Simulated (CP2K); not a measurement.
A working CP2K input for Li₂Mg (Cmcm, 6 atoms in the cell) (DFT PBEsol, GPW, DZVP-MOLOPT-PBE-GTH basis, GTH-PBE potentials (POTENTIAL_UZH)):

```
&GLOBAL
  PROJECT run
  RUN_TYPE ENERGY_FORCE
  PRINT_LEVEL LOW
&END GLOBAL
&FORCE_EVAL
  METHOD Quickstep
  STRESS_TENSOR ANALYTICAL
  &DFT
    BASIS_SET_FILE_NAME BASIS_MOLOPT_UZH
    POTENTIAL_FILE_NAME POTENTIAL_UZH
    &QS
      METHOD GPW
      EPS_DEFAULT 1E-10
    &END QS
    &MGRID
      CUTOFF 1000
      REL_CUTOFF 60
      NGRIDS 5
    &END MGRID
    &SCF
      SCF_GUESS ATOMIC
      EPS_SCF 1E-6
      MAX_SCF 100
      ADDED_MOS 6
      &DIAGONALIZATION
        ALGORITHM STANDARD
      &END DIAGONALIZATION
      &MIXING
        METHOD BROYDEN_MIXING
        ALPHA 0.3
        NBUFFER 8
        BETA 1
      &END MIXING
      &SMEAR ON
        METHOD METHFESSEL_PAXTON
        SIGMA [eV] 0.272
      &END SMEAR
    &END SCF
    &KPOINTS
      SCHEME MACDONALD 4 4 4 0.125 0.125 0.125
    &END KPOINTS
    &XC
      &XC_FUNCTIONAL
        &PBE
          PARAMETRIZATION PBESOL
        &END PBE
      &END XC_FUNCTIONAL
    &END XC
    &PRINT
      &MO
        EIGENVALUES T
        OCCUPATION_NUMBERS T
        NDIGITS 8
        FILENAME mo
        &EACH
          QS_SCF 0
        &END EACH
        ADD_LAST NUMERIC
      &END MO
      &MULLIKEN OFF
      &END MULLIKEN
    &END PRINT
  &END DFT
  &SUBSYS
    &CELL
      A 5.29921800 0.00000000 0.00000000
      B 2.68992200 4.56574500 0.00000000
      C 0.00000000 0.00000000 5.07080000
      PERIODIC XYZ
    &END CELL
    &COORD
      Li       4.42984099     4.51775902     3.80310000
      Li       3.55929901     0.04798598     1.26770000
      Li       6.14106949     1.52345213     1.26770000
      Li       1.84807051     3.04229287     3.80310000
      Mg       4.44112492     1.50149090     3.80310000
      Mg       3.54801508     3.06425410     1.26770000
    &END COORD
    &KIND Li
      BASIS_SET DZVP-MOLOPT-PBE-GTH-q3
      POTENTIAL GTH-PBE-q3
    &END KIND
    &KIND Mg
      BASIS_SET DZVP-MOLOPT-PBE-GTH-q10
      POTENTIAL GTH-PBE-q10
    &END KIND
  &END SUBSYS
  &PRINT
    &FORCES ON
    &END FORCES
    &STRESS_TENSOR ON
    &END STRESS_TENSOR
  &END PRINT
&END FORCE_EVAL
```

The run converged in 11 iterations: free energy E − TS -4245.3528 eV; Fermi level (on the code's own zero) 2.16 eV; pressure 0.25 GPa; largest force (vector length) 0.144 eV/Å. Each of these slips is then made, one at a time:

(1)
```diff
+    CHARGE 2
```

(2)
```diff
-      &SMEAR ON
-        METHOD METHFESSEL_PAXTON
-        SIGMA [eV] 0.272
-      &END SMEAR
```

(3)
```diff
+      MULTIPLE_UNIT_CELL 2 1 1
```

Task: How does each altered input end?

Result: 
(1) An unintended net charge. The run converged in 14 iterations without an error; against the sound input the pressure goes from 0.25 to -10.37 GPa and the largest force goes from 0.144 to 0.135 eV/Å.

(2) No smearing in a metal on a k-point mesh. The run converged in 32 iterations without an error; against the sound input the free energy is nearly the same (within 1 meV/atom), the pressure stays near 0.24 GPa while the yy stress (positive for compression) goes from 0.43 to 0.83 GPa and the largest force goes from 0.144 to 0.158 eV/Å.

(3) A cell multiplied without its atoms. The run converged in 18 iterations without an error; against the sound input the free energy goes up by 387 meV/atom, the pressure goes from 0.25 to -0.32 GPa and the largest force goes from 0.144 to 0.211 eV/Å.

The starting cell comes from a database of computed structures (which also holds hypothetical and non-ambient phases and stackings), without a prior relaxation at this level. Values carry the incompleteness of an atom-centred basis. The potentials were made for another functional than the one used.

Left out of this page: 4 runs of the series outside the window shown, repeating another row's setting, or not comparable.
